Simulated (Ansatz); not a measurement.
# SrLaAlO4 (I4mm, No. 107, 7 atoms in the cell; start mp-1218184)

The numbers are results of HSE06 in Ansatz (plane waves, PAW), not measurements.

Run with plane-wave cutoff 460 eV, 8×8×8 k mesh, Fermi–Dirac smearing 0.01 eV, scalar-relativistic PAW data made under PBE.

Cell (relaxed with PBEsol):

AlLaSrO4 is taken in the tetragonal space group I4mm (No. 107), Pearson symbol tI14. Cell: a = 3.7531 Å, b = 3.7531 Å, c = 12.4125 Å, α = 90.00°, β = 90.00°, γ = 90.00°. Sr on 2a sees 1 O at 2.441 Å and 8 O at 2.611–2.667 Å. La on 2a is surrounded by 1 O at 2.412 Å and 8 O at 2.538–2.665 Å. Al on 2a is surrounded by 6 O at 1.880–2.063 Å (octahedral). O1 on 2a is coordinated by 1 Al at 2.063 Å and 1 Sr at 2.441 Å and 4 La at 2.665 Å (octahedral). O2 on 2a is surrounded by 1 Al at 1.972 Å and 1 La at 2.412 Å and 4 Sr at 2.667 Å (octahedral). O3 on 4b is surrounded by 2 Al at 1.880 Å and 2 La at 2.538 Å and 2 Sr at 2.611 Å (octahedral). (Neighbours: up to the widest gap in distance over summed covalent radii, below 1.35, at either atom; cation-cation and far metal-metal contacts left out.)
(The calculation used a cell of 7 atoms; values per cell refer to that cell.)

For SrLaAlO4 (I4mm, No. 107, 7 atoms in the cell; start mp-1218184), the band gap is 4.58 eV (on the SCF k mesh) and the smallest direct gap on the k points sampled is 4.81 eV. The Γ–Γ gap is 5.43 eV.

Note: cell and atoms aren't relaxed at this level (largest force component 0.10 eV/Å, pressure 1.2 GPa).

Spin–orbit coupling is not included.

Static lattice: no zero-point or thermal effects.

It cost roughly 10 core-minutes of CPU time.

A start named mp-… is a Materials Project structure, which need not be a measured phase.

Ansatz is a quantum-chemistry and plane-wave program.
